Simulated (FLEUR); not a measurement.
**Convergence study of the basis cutoff for Se (C2, 3 atoms in the cell)**

```
CELL_PARAMETERS angstrom
      2.19156    -3.79589     0.00000
      2.19156     3.79589     0.00000
      0.00000     0.00000     4.96485
ATOMIC_POSITIONS crystal
  Se 0.00000 0.22500 0.66667
  Se 0.78641 0.78641 0.00000
  Se 0.22500 0.00000 0.33333
```

Method: LDA (Vosko-Wilk-Nusair), all-electron FLAPW (FLEUR), scalar-relativistic valence.

Base settings: Kmax = 3.9 1/bohr; GmaxXC = 11.7 1/bohr; xcFunctional = vwn; jspins = 1; l_soc = F; mode = hist; fermiSmearingEnergy = 0.00036749 Htr; mesh (inpgen div1-3) = 3 3 2; inpgen gamma flag = true; Gmax = 11.7 1/bohr.

Moved along: Gmax, GmaxXC.

The second cell is the first with its lattice scaled by 0.98.

The mesh stays at the base's, so the ladder's end is converged at best in this setting alone.

Only quantities that move along the ladder and can be compared are tabulated; the gap is left out on so coarse a mesh.

Core times come from one kind of shared machine, to one figure; runs under 30 s give none.

The starting cell has typed, rounded lattice constants, without a prior relaxation at this level. Its lattice was rescaled by up to half a per cent. One atom was moved a little off its site on purpose. Values depend on the basis (sphere radii, cutoffs, local orbitals), which need not be converged.

```tsv
Kmax	free energy less the last step's (meV/atom)	energy of the compressed cell less the first (meV/atom)	core time / last (rough)
2.31 1/bohr	6309.48	124.01	–
2.47 1/bohr	4514.59	-6.24	–
2.62 1/bohr	3181.11	22.31	–
2.76 1/bohr	2292.24	-72.21	–
2.89 1/bohr	1601.55	65.41	0.1
3.02 1/bohr	1202.77	18.90	–
3.26 1/bohr	619.71	30.96	0.1
3.49 1/bohr	334.86	26.73	0.1
3.7 1/bohr	178.74	30.34	0.2
3.9 1/bohr	102.89	25.48	0.2
4.09 1/bohr	59.61	25.05	0.2
4.27 1/bohr	36.07	22.66	0.2
4.53 1/bohr	16.21	23.63	0.3
4.78 1/bohr	6.90	23.56	0.6
5.16 1/bohr	0.00	23.10	1
```

Coarsest Kmax that holds the free energy within 5 meV/atom: not settled: the last two steps still differ by 6.9 meV/atom, over half the tolerance, so the ladder does not show it.

State of the energy of the compressed cell less the first at the end of the ladder: still drifting one way, by 0.53 meV/atom over the last two steps, so the last step is no safe reference.
